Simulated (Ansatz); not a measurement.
A relaxation of the atoms of FeAl (P4mm, 2 atoms in the cell) with Ansatz (an electronic-structure program).

Level of theory: LDA (PW92), default PAW files made with PBE (plane waves; Ansatz).

The change in words: one atom moved by 0.15 angstrom; relax: default → atoms; relax.f_tol: default → 0.03 eV/Å. Reference geometry:
```
CELL_PARAMETERS angstrom
      2.91873     0.00000     0.00000
      0.00000     2.91873     0.00000
      0.00000     0.00000     2.91873
ATOMIC_POSITIONS crystal
  Al 0.50000 0.50000 0.50000
  Fe 0.00000 0.00000 0.00000
```

Reference input (self-consistent single point, DFT, LDA (PW92), plane waves, default PAW files made with PBE): basis.ecutwfc = 420 eV; kpoints.mp_grid.grid = 11 11 11; hamiltonian.xc = lda; hamiltonian.pseudopotentials = {kind: paw} (the program's default PAW files); scf.occupations.method = fermi_dirac; scf.occupations.width = 0.1 eV. This run's input differs from it in these lines:

```diff
@@ -6,3 +6,3 @@
   atoms:
-    - { symbol: Al, position: [0.500000, 0.500000, 0.500000] }
+    - { symbol: Al, position: [0.500000, 0.500000, 0.551392] }
     - { symbol: Fe, position: [0.000000, 0.000000, 0.000000] }
@@ -21,2 +21,4 @@
     width: 0.1
+relax:
+  f_tol: 0.03
 output:
```

Log, with long lists cut:

```
   [... SCF lines of the steps left out ...]
relax step   1: F+E_penalty+E_count = -4933.46686573 eV  Δ(F+E_penalty+E_count) = +0.000e0 eV  max|allowed force component| = 8.951e-1 eV/Å  Δτ_max = 0.0000 Å  (6 SCF iters, dr2 threshold 2.25e-5 eV, accepted)
relax step   2: F+E_penalty+E_count = -4933.50632901 eV  Δ(F+E_penalty+E_count) = -3.946e-2 eV  max|allowed force component| = 5.769e-1 eV/Å  Δτ_max = 0.0268 Å  (6 SCF iters, dr2 threshold 5.01e-5 eV, accepted)
relax step   3: F+E_penalty+E_count = -4933.53416412 eV  Δ(F+E_penalty+E_count) = -2.784e-2 eV  max|allowed force component| = 3.176e-3 eV/Å  Δτ_max = 0.0479 Å  (6 SCF iters, dr2 threshold 2.08e-5 eV, accepted)
relax step   4: F+E_penalty+E_count = -4933.53416413 eV  Δ(F+E_penalty+E_count) = -6.526e-9 eV  max|allowed force component| = 3.269e-3 eV/Å  Δτ_max = 0.0000 Å  (6 SCF iters, accepted)
the relaxation is at rest under the 8 symmetry operations that the run kept from its start: a minimum is not shown …
Stability not checked: this state was not tested for a lower state beside it, because too few of the mixer's solves of this state at the end of the SCF gave a …
Free energy (F): -4933.534164 eV
Internal energy: -4933.435373 eV  (E = F + TS)
E sigma→0 (E₀):  -4933.484768 eV
Entropy (-TS):   -0.098792 eV (-49.396 meV/atom)
Fermi energy:    12.922362 eV
--- Forces (eV/Å), atoms counted from 1 ---
  atom   1  Al     0.00000000     0.00000000    -0.00326956
   [... lines left out ...]
--- Relaxed structure (4 steps of the walk, 4 accepted, 0 SCFs on fresh bases) ---
  F+E_penalty+E_count = -4933.53416413 eV   max|allowed force component| = 3.269e-3 eV/Å
  atoms:
    - { symbol: Al, position: [0.49999999999999994, 0.49999999999999994, 0.5257893784481734] }
    - { symbol: Fe, position: [1.3197040797793805e-34, 0.0, 0.025602621551826518] }
```

The run converged.  The full log also holds: “iter 5 did not close the SCF: its close was put off for the readings that it lacked (scf_convergence_deferred on its scf_iter line)”. The full log also holds: “iter 5 did not close the SCF: its close was put off for the readings that it lacked (scf_convergence_deferred on its scf_iter line)”.

Summary of the result:
- Free energy E − TS (on the zero of these files) = -4933.5342 eV
- Fermi level (on the code's own zero) = 12.92 eV
- Pressure = -18.00 GPa
- Largest force (vector length) = 0.003 eV/Å
- Relaxation steps = 4

The starting cell has typed, rounded lattice constants, without a prior relaxation at this level. Its lattice was rescaled by up to half a per cent. For this run, on top of that: one atom moved by 0.15 angstrom. Spin polarisation is off. The relaxation keeps the symmetry of its start, so its end need not be a minimum. Ansatz's pressure includes its estimate of the finite-basis (Pulay) stress.

Keys are those of Ansatz 0.2.
